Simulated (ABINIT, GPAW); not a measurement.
A GPAW input for a self-consistent single point of KF (Fm-3m, 2 atoms in the cell) (DFT PBE, plane waves, GPAW PAW datasets PBE (gpaw-data 1.0.1)):

```python
from ase import Atoms
from ase.units import GPa
from gpaw import GPAW, PW

atoms = Atoms(['K', 'F'],
              cell=[[0.000000, 2.656273, 2.656273],
                    [2.656273, 0.000000, 2.656273],
                    [2.656273, 2.656273, 0.000000]],
              positions=[[0.000000, 0.000000, 0.000000],
                         [2.656273, 2.656273, 2.656273]],
              pbc=True)

calc = GPAW(mode=PW(950),
            xc='PBE',
            kpts={'size': (6, 6, 6), 'gamma': True},
            occupations={'name': 'fixed-uniform'},
            nbands=-4,
            convergence={'bands': -2},
            symmetry={'symmorphic': False, 'tolerance': 0.0005},
            maxiter=120,
            txt='-')

atoms.calc = calc

energy = atoms.get_potential_energy()
print('Energy (eV):', round(energy, 6))
forces = atoms.get_forces()
print('Forces (eV/Ang):')
print(forces.round(5))
stress = atoms.get_stress()
print('Stress (GPa, Voigt):', (stress / GPa).round(4))
```

Task: Translate this input to ABINIT.

Result: One input that does it (others would too):

```
# KF, PseudoDojo nc-sr-05 PBE standard
pp_dirpath "./"
pseudos "K.upf, F.upf"
acell 3*1.0 Angstrom
rprim
        -0.0000000000    2.6562730000    2.6562730000
         2.6562730000    0.0000000000    2.6562730000
         2.6562730000    2.6562730000    0.0000000000
natom 2
ntypat 2
znucl 19 9
typat 1 2
xred
         0.0000000000    0.0000000000    0.0000000000
         0.5000000000    0.5000000000    0.5000000000
ecut 42 Ha
occopt 1
nband 10
kptopt 1
ngkpt 6 6 6
nshiftk 1
shiftk 0 0 0
nstep 60
tolvrs 1.0e-11
prtwf 0
prtden 0
prtvol 1
enunit 1
```

Basis settings and potentials, where a program has them, do not carry over. This input uses DFT, PBE, plane waves, norm-conserving pseudopotentials (PseudoDojo nc-sr-05 PBE standard). Both were run: gap on the mesh 6.273 eV in GPAW and 6.292 in ABINIT.

On GPAW: the starting cell comes from a database of computed structures (which also holds hypothetical and non-ambient phases and stackings), without a prior relaxation at this level. Its lattice was rescaled by a random factor within 2.5 % of one.

On ABINIT: the starting cell comes from a database of computed structures (which also holds hypothetical and non-ambient phases and stackings), without a prior relaxation at this level. Its lattice was rescaled by a random factor within 2.5 % of one.
